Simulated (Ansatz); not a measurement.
The parent structure is ZnS in the wurtzite structure (space group P6_3mc, No. 186; a = 3.8451 Å, c = 6.3057 Å).

(Cell as relaxed with PBE.)

Levels (all Ansatz, a program for electronic structure, PAW): PBE (420 eV, no spin-orbit coupling); r2SCAN (500 eV, without spin-orbit coupling).

Each level relaxes its own structure.

| base | PBE | r2SCAN |
|---|---|---|
| volume per atom | 20.18 Å³ | 19.59 Å³ |
| lattice parameter a | 384.5 pm | 380.6 pm |
| band gap | 2.08 eV | 2.78 eV |

Modification: electrons 2.0×10^21 cm⁻³, on a uniform background at fixed cell.

```csv
quantity,PBE,r2SCAN
Fermi level relative to the doped band's edge (positive inside the band; to 0.05 eV),+1.35 eV,+1.10 eV
gap between the host's bands,2.04 eV,2.74 eV
gap character,direct at Γ,direct at Γ
shift of the gap caused by the change,-0.04 eV,-0.04 eV
```

PBE's Fermi level from band edge lies 0.25 eV above r2SCAN's; PBE's gap between the host's bands lies 0.70 eV below r2SCAN's; the two agree on the gap character and shift of the gap caused by the change. Neither level is exact; r2SCAN is the comparison here, not a measurement.

Charged cell with a jellium background: band edges are those of the host's band count, energies are not comparable with the neutral cell, and many-body gap narrowing is missing. Whether these cells are dynamically stable was not tested.
